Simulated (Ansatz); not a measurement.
Pressure series in hypothetical diamond Mo

Consider Mo in the diamond structure (space group Fd-3m, No. 227; a hypothetical phase, not in the database extracts checked).

```
CELL_PARAMETERS angstrom
      0.00000     2.84371     2.84371
      2.84371     0.00000     2.84371
      2.84371     2.84371     0.00000
ATOMIC_POSITIONS crystal
  Mo 0.25000 0.25000 0.25000
  Mo 0.00000 0.00000 0.00000
```

Cell and atoms are relaxed at each pressure.

All numbers come from PBE/PAW in Ansatz (a quantum-chemistry and plane-wave program), spin-orbit coupling left out.

```
pressure (GPa)  volume per atom (Å³/atom)
--------------  -------------------------
-2                                 23.449
-1                                 23.218
0                                  22.996
0.3                                22.933
0.7                                     ?
3                                  22.395
5                                  22.030
7.5                                21.615
10                                 21.237
```

**Question.** Fit the third-order Birch–Murnaghan form P(V) = (3B₀/2)[(V₀/V)^(7/3) − (V₀/V)^(5/3)]·[1 + (3/4)(B₀′ − 4)((V₀/V)^(2/3) − 1)] (squares taken in P) to the rows shown and predict the withheld row.

**Answer.** Least squares on the printed values gives V₀ = 22.997 Å³/atom, B₀ = 107 GPa, B₀′ = 4.1; this predicts 22.849 Å³/atom, and the run gives 22.849 Å³/atom, in agreement.

Load acts through the strain it causes; cell and atoms are relaxed under it. Whether these cells are dynamically stable was not tested. No other phases were tried under pressure. The final runs are not spin-polarised.
